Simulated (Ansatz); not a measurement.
Take Rb in the bcc (W type) structure (space group Im-3m, No. 229; a = 5.6710 Å) as the base.

Method: PBE in Ansatz (plane waves to 420 eV, PAW, no spin-orbit coupling).

Base values:

* **Lattice parameter a**: 5.671 Å

Now apply this change: every Rb is replaced by Na; the structure is relaxed again.

Task: What does the calculation give for the lattice parameter a after the change?

Result: The lattice parameter a falls by 1.474 Å, from 5.671 Å to 4.197 Å.

Whether these cells are dynamically stable was not tested. The final runs are not spin-polarised.

Ansatz is a quantum-chemistry and plane-wave program.
